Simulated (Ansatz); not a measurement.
**CdTe, response to strain**

The reference is CdTe in the zinc blende structure (space group F-43m, No. 216; a = 6.409 Å). Axes: x, y, z lie along the cube axes.

Strains are applied to the cell and any free atomic positions relax; under biaxial strain the out-of-plane vector relaxes too.

Level of theory: LDA, PAW, 420 eV (Ansatz, a quantum-chemistry and plane-wave program; scalar-relativistic without spin-orbit coupling).

Notes on the quantities. energy relative to the base: free energy F.

| case | energy relative to the base | band gap | ratio −ε⊥/ε∥ |
|---|---|---|---|
| base | 0 meV/atom | 0.61 eV | – |
| biaxial strain −2.50 %, plane normal [111], relaxed out of plane | +10 meV/atom | ? | 0.87 |
| biaxial strain −2.08 %, plane normal [111], relaxed out of plane | +7.2 meV/atom | 0.59 eV | 0.87 |
| biaxial strain −1.67 %, plane normal [111], relaxed out of plane | +4.6 meV/atom | 0.60 eV | 0.86 |
| biaxial strain −1.25 %, plane normal [111], relaxed out of plane | +2.6 meV/atom | 0.61 eV | 0.86 |
| biaxial strain −0.83 %, plane normal [111], relaxed out of plane | +1.1 meV/atom | 0.61 eV | 0.86 |
| biaxial strain −0.42 %, plane normal [111], relaxed out of plane | +0.3 meV/atom | 0.61 eV | – |
| biaxial strain +0.42 %, plane normal [111], relaxed out of plane | +0.3 meV/atom | ? | – |
| biaxial strain +0.83 %, plane normal [111], relaxed out of plane | +1.1 meV/atom | 0.53 eV | 0.85 |

Problem. What belongs in the blanks?

Solution. 
- biaxial strain −2.50 %, plane normal [111], relaxed out of plane, band gap: 0.58 eV
- biaxial strain +0.42 %, plane normal [111], relaxed out of plane, band gap: 0.57 eV

With Te present, leaving out spin-orbit coupling can change the band edges. No phonon test of stability was made.
